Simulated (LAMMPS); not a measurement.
LAMMPS 22 Jul 2025, classical MD, Vashishta (InP.vashishta): InP, 32768 atoms.

| Quantity | Result |
|---|---|
| task | MD, nve |
| potential | Vashishta, InP.vashishta |
| copies of the repeat unit | 16×16×16 |
| shape (slab and sphere leave vacuum in the box) | bulk |
| temperature | 800 K |
| steps | 400 |
| timestep | 1 fs |
| neighbor skin | 2 Å |
| neigh_modify | every 1 delay 0 check yes |
| thermo | 100 |
| newton | on (default) |
| atom_modify sort (bins of 2 Å where set) | 1000 (default) |
| comm_style | brick (default) |
| box | 93.9 × 93.9 × 93.9 Å |
| start | generated zinc blende lattice, warmed in an untimed run |
| compared values | energy and forces of the first step, drift over the run |

Machine: one whole node, Arm Neoverse V2, 96 cores on 1 socket, no SMT, 1 L3 cache group.

Times are wall-clock medians of two to five runs, from launch to exit, with nothing else on the machine. Processes are pinned to neighbouring cores unless said otherwise. Build: PyPI wheel: MPICH, OPENMP and OPT packages. Other compilers and libraries give other times. Scratch files lie in a memory file system. A preparatory run goes ahead and isn't timed.

Measured:

| cores | layout | wall time |
|---|---|---|
| 2 | 2 ranks | 9.87 s |
| 4 | 4 ranks | 5.05 s |
| 8 | 8 ranks | 2.63 s |
| 16 | 16 ranks | 1.40 s |
| 32 | 32 ranks | 0.797 s |
| 64 | 64 ranks | 0.548 s |

### Question
Take a serial part s and a parallel part w, T = s + w/p on p cores. What does the fit give for 48 ranks and for 88 ranks, and what is measured?

### Answer
A fit of relative deviations gives s = 0.234 s and w = 19.0 core-seconds; it misses the rows shown by at most 4 %.

```tsv
cores	layout	fit	measured	measured against fit
48	48 ranks	0.630 s	0.633 s	+0 %
88	88 ranks	0.450 s	0.526 s	+17 %
```

The fit holds no term that grows with the count of cores, while set-up, start and exit outside the loop rises from 0.22 s on 64 cores to 0.28 s on 88.

Efficiency, counted from 2 cores, stays above one half up to 64 cores and is 43 % at 88. The time no longer falls beyond 64 cores (0.55 s; the least measured is 0.53 s on 88, level within 8 % or the scatter of repeats). The share that grows most is that of set-up, start and exit outside the loop: from 1.7 % of the time on 2 cores to 54 % on 88. The largest part on 88 cores, set-up, start and exit outside the loop, takes 0.17 s on 2 and 0.28 s there.
